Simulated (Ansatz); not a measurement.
Band structure of NbAl3 (I4/mmm, 4 atoms in the cell).

```
CELL_PARAMETERS angstrom
     -1.95437     1.95437     4.37615
      1.95437    -1.95437     4.37615
      1.95437     1.95437    -4.37615
ATOMIC_POSITIONS crystal
  Al 0.50000 0.50000 0.00000
  Al 0.75000 0.25000 0.50000
  Al 0.25000 0.75000 0.50000
  Nb 0.00000 0.00000 0.00000
```

Level of theory: PBEsol, PAW files made with PBE (plane waves; Ansatz, an electronic-structure program).

Settings: kpoints.mp_grid.grid = 12 12 12; hamiltonian.xc = pbesol; hamiltonian.pseudopotentials = {kind: paw} (an earlier, softer set of the program's PAW files); scf.occupations.method = fermi_dirac; scf.occupations.width = 0.01 Ry; kpoints.band_path.npoints = 8.

The starting cell comes from a database of computed structures (which also holds hypothetical and non-ambient phases and stackings), without a prior relaxation at this level. Its lattice was rescaled by a random factor within 2.5 % of one. Spin polarisation is off.

Levels in eV from the Fermi level, bands 8 to 15:
```tsv
point	8	9	10	11	12	13	14	15
Γ	-2.57	-2.04	-2.04	0.00	1.46	1.46	1.52	2.16
X	-3.87	-2.82	-2.68	-1.99	1.36	1.52	2.50	2.66
Y	-3.73	-2.69	-2.08	-1.86	1.12	1.56	1.93	3.24
S	-2.02	-1.64	-1.30	-0.28	1.01	1.83	2.32	2.75
Z	-1.15	-1.15	-1.01	-0.14	-0.14	0.14	2.89	4.72
S1	-2.02	-1.64	-1.30	-0.28	1.01	1.83	2.32	2.75
N	-3.11	-2.08	-1.23	-0.38	1.33	1.71	2.62	2.64
P	-4.52	-2.35	-2.35	-1.55	0.47	1.36	1.52	3.04
Y1	-3.73	-2.69	-2.08	-1.86	1.12	1.56	1.93	3.24
```

Bands cross the Fermi level along this path, so the cell is metallic at this level.

Keys are those of Ansatz 0.2.
